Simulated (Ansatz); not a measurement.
Where the default PAW files enter, the runs use the earlier of Ansatz's two default sets.

```
O2Si
1.0
    4.91497     0.00000     0.00000
   -2.45748     4.25649     0.00000
    0.00000     0.00000     5.43130
Si O
3 6
Direct
  0.46891   0.00000   0.00000
  0.00000   0.46891   0.33333
  0.53109   0.53109   0.66667
  0.58661   0.85583   0.78489
  0.14417   0.73078   0.11822
  0.26922   0.41339   0.45156
  0.73078   0.14417   0.21511
  0.41339   0.26922   0.88178
  0.85583   0.58661   0.54844
```

Space group of this cell: P3_121. The cell is taken as given.

These are r2SCAN (plane waves, PAW; Ansatz, a first-principles code) values and carry that method's errors.

The current runs along the normal of the first two printed vectors; no spin-orbit coupling. Scaled by the factor s: the length along the current (ions clamped). Meshes 12×12×6 and 12×12 across the current in all rows.

```
s     mean pressure (GPa)  slowest mid-gap decay constant κ (1/Å)
----  -------------------  --------------------------------------
0.97                  6.7                                   0.529
1.00                  0.1                                   0.515
1.03                 -5.7                                       ?
```

**Question.** Take the slope of the slowest mid-gap decay constant κ against ln s from the two given rows, extrapolate to s = 1.03, and say what the run there gives.

**Answer.** Slope = (0.529 − 0.515) / ln 0.97 = -0.460 1/Å. The line gives 0.515 + (-0.460) × ln 1.03 = 0.501 1/Å. The run gives 0.500 1/Å, 0.001 1/Å under the line, 10 % of the predicted step.
